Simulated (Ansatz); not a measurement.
A self-consistent single point of NbH (P1, 4 atoms in the cell) with Ansatz (a first-principles code).

Method of the run: LDA (PW92), PAW files made with PBE (plane waves; Ansatz).

The change in words: atoms moved at random. Reference geometry:
```
NbH
1.0
    1.85422    -2.40469     0.00000
    1.85422     2.40469     0.00000
    0.00000     0.00000     4.82729
Nb H
2 2
Cartesian
  1.85422  -1.20234   1.29777
  1.85422   1.20234   3.52952
  0.92711   0.00000   0.00000
  2.78133   0.00000   0.00000
```

Reference input (self-consistent single point, DFT, LDA (PW92), plane waves, PAW files made with PBE): kpoints.mp_grid.grid = 11 11 7; hamiltonian.xc = lda; hamiltonian.pseudopotentials = {kind: paw} (the program's default PAW files); scf.occupations.method = gaussian; scf.occupations.width = 0.136 eV. This run's input differs from it in these lines:

Ansatz 0.2 input:
```diff
@@ -7,6 +7,6 @@
   atoms:
-    - { symbol: Nb, position: [0.750000, 0.250000, 0.268840] }
-    - { symbol: Nb, position: [0.250000, 0.750000, 0.731160] }
-    - { symbol: H, position: [0.250000, 0.250000, 0.000000] }
-    - { symbol: H, position: [0.750000, 0.750000, 0.000000] }
+    - { symbol: Nb, position: [0.754778, 0.245295, 0.267172] }
+    - { symbol: Nb, position: [0.227614, 0.738403, 0.737716] }
+    - { symbol: H, position: [0.275144, 0.261523, -0.000120] }
+    - { symbol: H, position: [0.742464, 0.754780, -0.004769] }
 kpoints:
```

Output, abridged:

```
SCF iter   1: F=—  HF=-8919.329568 eV  |F-HF|=—  |Δ(HF+E_count)|=         —  Δρ=1.02e-1  dr2=5.22e0  ethr=3.10e-3  ⟨swp⟩=5.0  Hψ=31051  notcnv=0
all-band conjugate gradients solve this SCF's bands
preconditioner: auto → Kerker (q_TF=auto, 2.540 Å⁻¹)
SCF iter   2: F=—  HF=-8917.781366 eV  |F-HF|=—  |Δ(HF+E_count)|=    1.55e0  Δρ=5.42e-2  dr2=1.42e0  ethr=3.10e-3  ⟨swp⟩=2.1  Hψ=16641  notcnv=0  defer=7
   [... lines left out ...]
SCF iter   5: F=—  HF=-8917.236887 eV  |F-HF|=—  |Δ(HF+E_count)|=   2.22e-4  Δρ=5.68e-4  dr2=3.83e-4  ethr=4.00e-6  ⟨swp⟩=2.3  Hψ=10910  notcnv=0  defer=7
SCF iter   6: F=—  HF=-8917.236840 eV  |F-HF|=—  |Δ(HF+E_count)|=   4.74e-5  Δρ=1.79e-4  dr2=2.12e-5  ethr=1.37e-6  ⟨swp⟩=2.0  Hψ=8923  notcnv=0  defer=7
SCF iter   7: F=—  HF=-8917.236833 eV  |F-HF|=—  |Δ(HF+E_count)|=   6.47e-6  Δρ=3.71e-5  dr2=5.67e-7  ethr=7.55e-8  ⟨swp⟩=2.0  Hψ=10127  notcnv=0  defer=7
SCF iter   8: F=-8917.236833 eV  HF=-8917.236833 eV  |F-HF|=8.60e-10  |Δ(HF+E_count)|=   7.28e-8  Δρ=5.12e-6  dr2=7.17e-9  ethr=3.57e-10  ⟨swp⟩=5.3  Hψ=32304  notcnv=0
SCF 1 converged in 8 iterations: F = -8917.236833 eV  dr2 = 7.17e-9
Free energy (F): -8917.236833 eV
Internal energy: -8917.227001 eV  (E = F + TS)
E sigma→0 (E₀):  -8917.231917 eV
Entropy (-TS):   -0.009833 eV (-2.458 meV/atom)
Fermi energy:    15.527301 eV
--- Forces (eV/Å), atoms counted from 1 ---
  atom   1  Nb     0.08907416     0.14599358     0.25363068
  atom   2  Nb     0.46659980    -0.20246596    -0.47239215
  atom   3  H     -0.45457528     0.10162267     0.04664619
  atom   4  H     -0.10109791    -0.04515034     0.17211196
--- Stress (GPa, compression-positive) ---
      -12.357620      -0.299079       0.400533
       -0.299079     -11.258429      -0.370264
        0.400533      -0.370264     -11.980558
  P = ⅓ Tr σ = -11.8655 GPa (-118.655 kbar)
  The stress holds the Pulay correction. Without it, at fixed plane waves, as pw.x and ABINIT print it: P = -11.9302 GPa
```

The run converged in 8 iterations. Against the reference run the free energy rises by 11.5 meV/atom, the pressure goes from -12.25 to -11.87 GPa and the largest force goes from 0.049 to 0.694 eV/Å.

The starting cell comes from a database of computed structures (which also holds hypothetical and non-ambient phases and stackings), without a prior relaxation at this level. Its lattice was rescaled by a random factor within 2.5 % of one. For this run, on top of that: atoms moved at random. Spin polarisation is off. With a pressure of about -12 GPa the cell is away from its equilibrium volume at this level. Ansatz's pressure includes its estimate of the finite-basis (Pulay) stress.
